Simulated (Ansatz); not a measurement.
Relaxation of the outer planes of the (11-23) surface of hcp Lu in its 1x1 cell, outermost plane spacing 0.63 Å in the ideal cut.

Level of theory: PBE (plane waves to 420 eV, PAW; Ansatz, a first-principles code).

Set-up: 17 atoms, 10.1 Å thick at the start (thin: gaps and levels are the slab's own); mesh 7x5x1; 0.1 eV smearing; dipole correction on; all atoms relaxed; symmetry of the start imposed; no spin, no spin-orbit, no U.

| plane | atoms | bulk spacing to the next (Å) | relaxed spacing (Å) | change (%) | rumpling (Å) |
|---|---|---|---|---|---|
| 1 | Lu | 0.632 | 0.530 | -16.1 | 0.00 |
| 2 | Lu | 0.632 | 0.705 | 11.7 | 0.00 |
